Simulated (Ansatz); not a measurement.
## What pressure 0.3 GPa does to hypothetical P6_422 BeS

The parent structure is BeS (space group P6_422, No. 181; a = 3.452 Å, c = 7.812 Å; a hypothetical phase, not in the database extracts checked).

The change: cell and atoms relaxed at a pressure of 0.3 GPa.

Method: Ansatz (a quantum-chemistry and plane-wave program), PBE, PAW, cutoff 420 eV, no spin-orbit coupling. Settings: 11×11×5 k-points, 0.05 eV Fermi–Dirac smearing.

- Volume per atom = 13.40 Å³ (base 13.44 Å³)
- Density = 2.55 g/cm³ (base 2.54 g/cm³)
- Lattice parameter a = 3.448 Å (base 3.452 Å)
- c/a ratio = 2.263 (base 2.263)
- Shortest interatomic distance = 2.160 Å (base 2.162 Å)
- Enthalpy H = E + PV relative to the base's energy = +0.03 eV/atom
- Band gap = 2.66 eV (an upper bound: an edge found on the path is not a true extremum; both cells) (base 2.67 eV)

Load acts through the strain it causes; cell and atoms are relaxed under it. Stability against distortions was not tested. The base started in P3_121 and relaxed to P6_422 at this level.
